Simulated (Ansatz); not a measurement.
Reference: Rh (Fm-3m), PBEsol, rigid bands (plane waves, PAW, scalar-relativistic; Ansatz, an electronic-structure program); axes and stresses refer to this cell.

```
Rh
1.0
    0.00000     1.88966     1.88966
    1.88966     0.00000     1.88966
    1.88966     1.88966     0.00000
Rh
1
Direct
  0.00000   0.00000   0.00000
```

The drude plasma energy is 10.2 eV, the density of states at the Fermi level per atom is 1.24 states/eV and the resistivity times mean free path is 3.3 ×10⁻¹⁶ Ω·m².

Question: Change: spin-orbit coupling switched on. What happens to Drude plasma energy, density of states at the Fermi level per atom, resistivity times mean free path?

Answer: Drude plasma energy moves little, to 10.0 eV; density of states at the Fermi level per atom moves little, to 1.24 states/eV; resistivity times mean free path moves little, to 3.3 ×10⁻¹⁶ Ω·m².

Metals at this level; values at 300 K, both spins, means over directions. As a rough test of the mesh, the Fermi surface's area from every second k point differs by up to 5 %. The product of resistivity and mean free path takes one path for all states. Spin-orbit coupling is left out unless a row names it.
